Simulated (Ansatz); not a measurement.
Defect migration in zinc-blende BN: Al-vacancy pair (Al on one host B site, one B site vacant), charge state -3. The step: one B atom jumps into the vacancy from a nearby B site (Al-vacancy distance between ideal sites 2.56 → 4.44 Å); the atom moves 2.44 Å along (0.48, 0.01, -0.47) of the unit cell; the moving atom starts with neighbours N at 1.47, 2 N at 1.59, N at 1.60 Å and ends with N at 1.45, N at 1.55, N at 1.60, N at 1.63 Å. DFT values are from Ansatz (plane-wave PAW, 420 eV unless said) in a cell of 64 host sites, spin-restricted, static, with no finite-size correction. The charge state is imposed; whether it is stable for some Fermi level was not computed. Forms of the defect that were not tried may lie lower. For the PBE band: the saddle point's order was not checked.

```
Level                                                                           Forward barrier (eV)  Cost of the band or of the saddle's single point
------------------------------------------------------------------------------  --------------------  ------------------------------------------------
CHGNet universal potential (has no charge state), its own band                                  2.07                                                 -
PBE, a 2×2×2 k-point mesh shifted by half a step, band relaxed                                  2.95                     around 8 core-minutes (rough)
PBE, a 3×3×3 k-point mesh shifted by half a step, same geometries                               2.95                    around 40 core-seconds (rough)
r2SCAN at 500 eV, a 2×2×2 k-point mesh shifted by half a step, same geometries            (withheld)                    around 26 core-seconds (rough)
```

Problem. Complete the blanks.

Solution. 
- r2SCAN at 500 eV, a 2×2×2 k-point mesh shifted by half a step, same geometries, Forward barrier (eV): 3.12

Ansatz is a program for electronic structure.
